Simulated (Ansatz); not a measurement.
Where the default PAW files enter, the runs use the earlier of Ansatz's two default sets.

```xyz
2
Lattice="2.9656 0.0000 0.0000 -1.4828 2.5683 0.0000 1.4828 0.8561 2.4214" Properties=species:S:1:pos:R:3 pbc="T T T"
Mg     0.0000     0.0000     0.0000
O      2.9656     1.7122     1.2107
```

Space group of this cell: Fm-3m, rock salt. The cell is taken as given; by r2SCAN its mean pressure is 1.7 GPa.

The current runs along the normal of the first two printed vectors, the (111) plane. All runs by Ansatz (a quantum-chemistry and plane-wave program), plane waves and PAW, without spin-orbit coupling; the base is r2SCAN.

| run | mean pressure (GPa) | gap (eV) | mid-gap κ (1/Å) |
|---|---|---|---|
| base | 1.7 | 5.78 | 0.363 |
| all lengths scaled by 0.98 | 13.5 | 6.42 | 0.389 |
| all lengths scaled by 1.02 | -7.5 | ___ | ___ |
| lda in place of r2scan | -3.9 | 4.79 | 0.323 |
| lengths across the current scaled by 0.98, ions clamped | 9.2 | ___ | ___ |
| lengths across the current scaled by 1.02, ions clamped | -4.7 | 5.28 | 0.346 |
| lengths along the current scaled by 0.97, ions clamped | 7.3 | ___ | ___ |
| lengths along the current scaled by 1.03, ions clamped | -3.2 | 5.38 | 0.349 |
| pbesol in place of r2scan | 2.4 | 4.77 | 0.320 |

Task: What belongs in the gaps?

Result: 
- all lengths scaled by 1.02, gap (eV): 5.19
- all lengths scaled by 1.02, mid-gap κ (1/Å): 0.338
- lengths across the current scaled by 0.98, ions clamped, gap (eV): 6.14
- lengths across the current scaled by 0.98, ions clamped, mid-gap κ (1/Å): 0.378
- lengths along the current scaled by 0.97, ions clamped, gap (eV): 5.93
- lengths along the current scaled by 0.97, ions clamped, mid-gap κ (1/Å): 0.376
